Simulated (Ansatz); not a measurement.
Partial pair distribution functions of a relaxed model of amorphous W₂₀Si₁₀N₂₀, broadened by 0.06 Å; density 11.43 g/cm³. The numbers are results of PBE, scalar-relativistic without spin-orbit coupling (plane waves to 420 eV, PAW; Ansatz, a first-principles code), not measurements. The usual formal charges leave 100 electrons over, so the level spacing at the Fermi energy parts defect or band states and needn't be the band gap.

Preparation: random packing, a CHGNet melt and quench, and a DFT relaxation. N atoms were pushed apart under 1.9 Å during the dynamics, to hinder bonds among them. The hot cell started wider than the set density and was brought back towards it in steps. It is the lowest in DFT energy of 2 quenches. It is a model cell: composition and starting density were chosen by hand, and all elements were melted together. No dispersion term was used. Its density started from a set value of 13.06 and ended at 11.43 g/cm³. The quench (nominally 300 K/ps over its main leg) was far faster than any real one, so the model tends to hold more defects than a real film. One small periodic cell is one sample of the glass; other quenches scatter about these values. The volume was free in the relaxation, at fixed shape. Stress components on the final sampling reach 3.2 GPa. On a 2×2×2 Γ-centred mesh force components of up to 0.41 eV/Å stay, since the relaxation ran on one k-point at (1/4, 1/4, 1/4).

```
r (Å)  g W-N  g W-W  g Si-Si  g N-N
-----  -----  -----  -------  -----
1.75    0.01   0.00     0.00   0.00
1.85    0.47   0.00     0.00   0.00
1.95    3.59   0.00     0.00   0.00
2.05    8.29   0.00     0.00   0.00
2.15    5.38   0.00     0.05   0.04
2.25    1.75   0.00     1.02   0.30
2.35    0.51   0.00     3.08   0.26
2.45    0.27   0.00     3.97   0.92
2.55    0.37   0.03     2.72   1.90
2.65    0.16   0.48     1.84   2.83
2.75    0.12   1.41     1.18   3.43
2.85    0.18   2.42     2.17   2.49
2.95    0.26   4.37     1.26   1.26
3.05    0.78   3.80     1.41   0.38
3.15    0.59   2.10     1.47   0.48
3.25    0.70   1.39     1.35   0.55
3.35    0.68   0.82     1.13   0.54
3.45    0.91   0.41     1.13   1.03
3.55    0.76   0.39     0.84   1.32
3.65    0.75   0.80     0.23   1.37
3.75    1.11   1.09     0.19   1.36
3.85    1.01   1.09     1.25   1.00
3.95    1.12   0.83     1.36   1.29
4.05    1.08   0.72     0.86   1.32
4.15    1.16   0.71     0.17   1.30
4.25    1.09   0.56     0.47   0.83
```

Within 2.68 Å each W has 3.75 N neighbours on average.
